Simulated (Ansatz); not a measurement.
Density of states of GaAs (F-43m) below the valence band maximum, r2SCAN with spin-orbit coupling, rigid bands in Ansatz (a first-principles code); cell volume 45.5 Å³.

| energy from edge (eV) | 10⁻³ states/eV/cell |
|---|---|
| 0.006 | 9.90 |
| 0.031 | 25.0 |
| 0.056 | 36.7 |
| 0.081 | 48.5 |
| 0.106 | 61.3 |
| 0.131 | 75.0 |
| 0.156 | 89.7 |
| 0.181 | 105 |
| 0.206 | 122 |
| 0.231 | 139 |
| 0.256 | 157 |
| 0.281 | 174 |
| 0.319 | 199 |
| 0.344 | 218 |
| 0.369 | 234 |
| 0.394 | 248 |
| 0.419 | 264 |
| 0.444 | 279 |
| 0.469 | 294 |
| 0.494 | 309 |
| 0.519 | 324 |
| 0.544 | 338 |
| 0.569 | 354 |
| 0.594 | 369 |

Q: What effective density of states at 300 K does this give (∫ g(E) exp(−E/k_BT) dE, both spins, divided by the cell's size)?

A: 1.2e19 cm⁻³, a density-of-states mass of 0.61 mₑ, valleys and band degeneracy included.

Geometry: cell and atoms relaxed with r2SCAN.
